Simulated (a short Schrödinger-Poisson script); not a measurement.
System: MOS inversion layer, SiO2 on p-type Si(100), at 300 K.

From the gate side: 1.7 nm SiO2; 570 nm Si, acceptors 5.6e17 cm⁻³.

The device is made up for the run: typed textbook-type constants, with dimensions and the other settings drawn at random. SiO2: permittivity 3.9, conduction-band edge (eV) 3.15, gap (eV) 9, electron mass (mₑ) 0.5. Si: permittivity 11.7, conduction-band edge (eV) 0, gap (eV) 1.124, Nv at 300 K (cm⁻³) 3.1e19.

Channel valleys (confinement mass, in-plane density-of-states mass, number): Δ2 0.916, 0.19, 2; Δ4 0.19, 0.417, 4. At the gate the conduction-band edge of layer 1 lies 3.42 eV − eVg above the Fermi level of the channel; the field vanishes at the back. Gaps are held at their typed values at every temperature. Mesh 0.03 nm at interfaces.

From a short Schrödinger-Poisson script (our own, NumPy): 1D Poisson equation in equilibrium, electrons quantum, Hartree (BenDaniel-Duke, 12 states a valley, the channel's in-plane mass for all, wave functions ending at the dielectric), parabolic valleys, classical holes, full ionisation, no traps, pinning or gate leakage.

```
Vg (V)  electrons (cm⁻²)  C (μF/cm²)  Δ2 E0 (meV from the Fermi level)  Δ4 E0 (meV from the Fermi level)
------  ----------------  ----------  --------------------------------  --------------------------------
0.35              1.79e9       0.215                             210.5                             272.2
0.4               9.18e9       0.244                             167.8                             230.6
0.45             4.35e10       0.376                             127.1                             191.1
0.5              1.58e11       0.680                              93.1                             158.6
0.55             3.89e11       0.988                              68.9                             136.1
0.6              7.12e11        1.19                              52.2                             121.3
0.65             1.09e12        1.30                              40.0                             111.1
0.7              1.50e12        1.38                              30.4                             103.6
0.75             1.93e12        1.43                              22.4                              97.7
0.8              2.38e12        1.47                              15.6                              93.0
0.85             2.84e12        1.50                               9.6                              89.0
0.9              3.31e12        1.52                               4.2                              85.6
0.95             3.79e12        1.54                              -0.8                              82.6
1                4.27e12        1.56                              -5.4                              79.9
1.05             4.76e12        1.57                              -9.7                              77.5
1.1              5.25e12        1.58                             -13.8                              75.3
1.15             5.74e12        1.60                             -17.7                              73.2
1.2              6.24e12        1.60                             -21.5                              71.3
```

Gate voltages with under 1e9 electrons/cm² are left out.

### Question
At Vg = 1.2 V the lowest Δ2 subband lies at -21.5 meV from the Fermi level. How many electrons does it hold, and what share of all?

### Answer
The two-dimensional density of states is g m/(πħ²) = 1.59e11 cm⁻² meV⁻¹ (both spins), kT = 25.9 meV, so n = D kT ln(1 + exp(−E/kT)) = 4.89e12 cm⁻², 0.78 of the 6.24e12 cm⁻² in all.

### Question
Compare the slope of the sheet density between 1.1 and 1.2 V with the geometric capacitance of the layers between gate and channel.

### Answer
q Δn/ΔV = 1.59 μF/cm²; ε0/Σ(t/ε) = 2.03 μF/cm². The ratio is 0.78: the channel acts as a further capacitance in series.
